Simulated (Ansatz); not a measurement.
Electronic density of states of amorphous Si₂₄O₄₉Cu₂, density 2.34 g/cm³, on a 2×2×2 Γ-centred mesh with a Gaussian width of 0.1 eV; energies count from the Fermi level, whose place inside the gap is arbitrary. Cell and mesh are small, so fine structure isn't converged. Computed with PBE, scalar-relativistic without spin-orbit coupling (plane waves to 420 eV, PAW; Ansatz, an electronic-structure program). Sampling: a 2×2×2 Γ-centred mesh; Fermi-Dirac width 0.02 eV; no spin polarisation. At PBE the levels at the filled edge of the gap are localised (band-tail or defect states), and the nearest spread-out levels lie 4.9 eV apart at the zone centre.

It comes from a melt-quench run on a machine-learned potential (CHGNet), relaxed afterwards by DFT. O atoms were pushed apart under 1.9 Å during the dynamics, to hinder bonds among them. The hot cell started wider than the set density and was brought back towards it in steps. It is the lowest in DFT energy of 2 quenches. It is a model cell: composition and starting density were chosen by hand, and all elements were melted together. No dispersion term was used. Its density started from a set value of 2.34 and ended at 2.34 g/cm³. The quench (nominally 480 K/ps over its main leg) was far faster than any real one, so the model tends to hold more defects than a real film. Values belong to this one cell and scatter from quench to quench. The volume was held where the preparation left it, at a PBE pressure of 1.3 GPa. Stress components on the final sampling reach 2.7 GPa.

(E - EF (eV), states/(eV atom)): (-12.00, 0.19); (-11.90, 0.17); (-11.80, 0.18); (-11.70, 0.21); (-11.60, 0.18); (-11.50, 0.18); (-11.40, 0.21); (-11.30, 0.23); (-11.20, 0.23); (-11.10, 0.19); (-11.00, 0.13); (-10.90, 0.14); (-10.80, 0.18); (-10.70, 0.16); (-10.60, 0.14); (-10.50, 0.22); (-10.40, 0.26); (-10.30, 0.27); (-10.20, 0.24); (-10.10, 0.19); (-10.00, 0.24); (-9.90, 0.31); (-9.80, 0.33); (-9.70, 0.30); (-9.60, 0.35); (-9.50, 0.41); (-9.40, 0.44); (-9.30, 0.49); (-9.20, 0.47); (-9.10, 0.52); (-9.00, 0.58); (-8.90, 0.53); (-8.80, 0.35); (-8.70, 0.15); (-8.60, 0.20); (-8.50, 0.29); (-8.40, 0.35); (-8.30, 0.36); (-8.20, 0.33); (-8.10, 0.35); (-8.00, 0.33); (-7.90, 0.43); (-7.80, 0.39); (-7.70, 0.21); (-7.60, 0.23); (-7.50, 0.28); (-7.40, 0.34); (-7.30, 0.39); (-7.20, 0.48); (-7.10, 0.49); (-7.00, 0.46); (-6.90, 0.48); (-6.80, 0.60); (-6.70, 0.60); (-6.60, 0.56); (-6.50, 0.59); (-6.40, 0.63); (-6.30, 0.65); (-6.20, 0.70); (-6.10, 0.76); (-6.00, 0.82); (-5.90, 0.82); (-5.80, 0.75); (-5.70, 0.69); (-5.60, 0.72); (-5.50, 0.85); (-5.40, 0.92); (-5.30, 0.85); (-5.20, 0.86); (-5.10, 0.93); (-5.00, 0.83); (-4.90, 0.80); (-4.80, 0.82); (-4.70, 0.74); (-4.60, 0.65); (-4.50, 0.60); (-4.40, 0.60); (-4.30, 0.49); (-4.20, 0.45); (-4.10, 0.36); (-4.00, 0.28); (-3.90, 0.37); (-3.80, 0.21); (-3.70, 0.14); (-3.60, 0.13); (-3.50, 0.15); (-3.40, 0.26); (-3.30, 0.27); (-3.20, 0.11); (-3.10, 0.02); (-3.00, 0.06); (-2.90, 0.14); (-2.80, 0.06); (-2.70, 0.03); (-2.60, 0.20); (-2.50, 0.35); (-2.40, 0.22); (-2.30, 0.16); (-2.20, 0.15); (-2.10, 0.15); (-2.00, 0.08); (-1.90, 0.10); (-1.80, 0.24); (-1.70, 0.16); (-1.60, 0.07); (-1.50, 0.17); (-1.40, 0.21); (-1.30, 0.10); (-1.20, 0.01); (-1.10, 0.01); (-1.00, 0.07); (-0.90, 0.14); (-0.80, 0.05); (-0.70, 0.00); (-0.60, 0.00); (-0.50, 0.00); (-0.40, 0.00); (-0.30, 0.00); (-0.20, 0.00); (-0.10, 0.00); (0.00, 0.00); (0.10, 0.00); (0.20, 0.00); (0.30, 0.00); (0.40, 0.00); (0.50, 0.00); (0.60, 0.00); (0.70, 0.00); (0.80, 0.01); (0.90, 0.02); (1.00, 0.01); (1.10, 0.04); (1.20, 0.05); (1.30, 0.06); (1.40, 0.06); (1.50, 0.06); (1.60, 0.07); (1.70, 0.07); (1.80, 0.05); (1.90, 0.02); (2.00, 0.01); (2.10, 0.04); (2.20, 0.08); (2.30, 0.09); (2.40, 0.06); (2.50, 0.07); (2.60, 0.11); (2.70, 0.12); (2.80, 0.14); (2.90, 0.15); (3.00, 0.13); (3.10, 0.17); (3.20, 0.17); (3.30, 0.16); (3.40, 0.22); (3.50, 0.20); (3.60, 0.19); (3.70, 0.24); (3.80, 0.27); (3.90, 0.26); (4.00, 0.32); (4.10, 0.34); (4.20, 0.34); (4.30, 0.37); (4.40, 0.39); (4.50, 0.36); (4.60, 0.38); (4.70, 0.40); (4.80, 0.39); (4.90, 0.44); (5.00, 0.48); (5.10, 0.50)

The level gap on this mesh is 1.78 eV; the broadening fills part of it in the curve.
